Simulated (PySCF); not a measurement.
PySCF 2.14.0, WB97X/def2-svp, df: Zr(Cl)(OH)2(Me) ([CH3][Zr]([OH])([OH])[Cl]), 10 atoms. The geometry is a generated start, not checked to be a minimum at this level.

- task = energy
- method = wb97x
- basis = def2-svp
- two-electron scheme = density fitting
- mol.max_memory = 3000 MB
- mf.max_cycle = 100
- mf.DIIS = CDIIS (default)
- mf.conv_tol = 1e-09 (default)
- mf.grids.level = 3 (default)
- effective core potentials = those of the basis set, past Kr
- basis functions = 116
- grid points = 132592

```xyz
10

Zr     0.7962     0.2081    -0.1814
Cl     2.0765     1.7190     0.9801
O      1.3327    -1.5838    -0.1094
H      1.2173    -2.3129    -0.7278
O      0.2467     0.6379    -1.9144
H     -0.2430     0.1390    -2.5769
C     -1.1096     0.2773     0.9686
H     -1.1983     1.2783     1.4285
H     -1.1124    -0.4695     1.7813
H     -2.0060     0.1068     0.3514
```

Charge 0 and multiplicity 1 are set for this test and not shown to be the ground state.

With the defaults (mf.diis = true, mf.level_shift = 0, mf.damp = 0, mf.diis_start_cycle = 1, mf.diis_space = 8, mf.init_guess = minao) it converges in 14 Fock builds. One run each on 2 threads, 1 BLAS thread, with these changes:
- mf.diis_space = 20
- mf.level_shift = 1 Hartree
- mf.damp = 0.3, mf.diis_start_cycle = 4
- mf.init_guess = atom
- mf.diis = false, mf.damp = 0.7, mf.diis_start_cycle = 999
- mf.level_shift = 0.1 Hartree
- mf.diis_space = 12
- mf.diis_space = 3
- mf.diis = false

Q: Which runs fail or end elsewhere than the default run?

A: No convergence: mf.diis = false (the run ends without SCF convergence in 100 cycles). The rest reach the solution of the defaults.

| setting | Fock builds | end |
|---|---|---|
| the defaults | 14 | same solution |
| mf.diis_space = 20 | 14 | same solution |
| mf.init_guess = atom | 14 | same solution |
| mf.diis_space = 12 | 14 | same solution |
| mf.damp = 0.3, mf.diis_start_cycle = 4 | 14 | same solution |
| mf.level_shift = 0.1 Hartree | 15 | same solution |
| mf.diis_space = 3 | 16 | same solution |
| mf.level_shift = 1 Hartree | 31 | same solution |
| mf.diis = false, mf.damp = 0.7, mf.diis_start_cycle = 999 | 40 | same solution |
| mf.diis = false | 101 | no convergence |
